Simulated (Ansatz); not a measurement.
ZrN (model structure, started from the NbAs type, I4₁md, No. 109, 4 atoms in the cell) was calculated with PBEsol in Ansatz (PAW).

Settings: plane-wave cutoff 520 eV, 26×26×26 k mesh, Fermi–Dirac smearing 0.05 eV, scalar-relativistic PAW data made under PBE.

Cell (relaxed at this level):

```xyz
4
Lattice="-1.4848 1.4848 5.4652 1.4848 -1.4848 5.4652 1.4848 1.4848 -5.4652" Properties=species:S:1:pos:R:3 pbc="T T T"
Zr     0.0000     0.0000     5.4992
Zr     1.4848     0.0000     2.7666
N      0.0000     0.0000     9.9784
N      0.0000     1.4848     1.7805
```

**Question.** Give the computed bulk modulus B0.

**Answer.** 
- bulk modulus B0 = 242 GPa

The run finds no gap.

Note: the bulk modulus is −V dP/dV from two relaxed cells at ±2 % in volume; the relaxation could raise the start's symmetry but not lower it, so the cell can be a saddle point.

Static lattice: no zero-point or thermal effects.

A model structure was made by putting elements into a prototype or built by hand; it is no filed structure, need not be a known phase, and can be a saddle point held by its symmetry.

Ansatz is an electronic-structure program.
